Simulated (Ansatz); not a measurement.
# CeRu2 (Fd-3m, No. 227)

All values below come from LDA (Ansatz, a quantum-chemistry and plane-wave program, plane waves, PAW).

Settings: plane-wave cutoff 500 eV, 14×14×14 k mesh, Fermi–Dirac smearing 0.1 eV, no spin polarisation, scalar-relativistic PAW data made under PBE.

Cell: relaxed at this level.

```json
{
 "volume_per_atom": "16.97 Å³/atom",
 "lattice_constant_a": "7.412 Å",
 "band_gap": "none"
}
```

Note: the 4f shell is treated without U or exact exchange, so its levels and filling can be wrong; the volume lies 7 % below that of the published cell.

Spin–orbit coupling is not included.

Computed values are for the static lattice.

The result took very roughly 4 core-minutes.
